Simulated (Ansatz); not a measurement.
Base system: Ge in the diamond structure (space group Fd-3m, No. 227; a = 5.6222 Å). Axes: x, y, z lie along the cube axes.

Structures relaxed with Ansatz (an electronic-structure program) LDA, scalar-relativistic without spin-orbit coupling.

Base:

Simulated powder pattern, Cu Kα1, λ = 1.54056 Å (kinematic, ideal powder, no thermal factors, no anomalous dispersion; the 14 strongest lines at most, above 2 %, up to 2θ = 90°):

| 2θ (°) | I/Imax (%) | hkl |
|---|---|---|
| 27.45 | 100 | (111) |
| 45.60 | 75 | (220) |
| 54.05 | 45 | (311) |
| 66.46 | 12 | (400) |
| 73.34 | 18 | (331) |
| 84.32 | 24 | (422) |

Now apply this change: compressive biaxial strain of 1.50 % in the plane normal to [001], as in epitaxy on a mismatched substrate; the out-of-plane cell vector and the atoms relax.

### Question
Where do the lines fall after the change?

### Answer

Simulated powder pattern, Cu Kα1, λ = 1.54056 Å (kinematic, ideal powder, no thermal factors, no anomalous dispersion; the 14 strongest lines at most, above 2 %, up to 2θ = 90°):

| 2θ (°) | I/Imax (%) | hkl |
|---|---|---|
| 27.64 | 100 | (111) |
| 45.70 | 50 | (202) |
| 46.33 | 24 | (220) |
| 53.68 | 16 | (113) |
| 54.80 | 29 | (311) |
| 65.61 | 4.2 | (004) |
| 67.61 | 7.6 | (400) |
| 73.57 | 12 | (313) |
| 74.53 | 5.7 | (331) |
| 84.07 | 8.2 | (224) |
| 85.45 | 16 | (422) |
| 89.70 | 3.6 | (115) |

The indices refer to the base's conventional cell; one index is shown for lines that coincide. The space group is now I4_1/amd (No. 141).

No phonon test of stability was made.
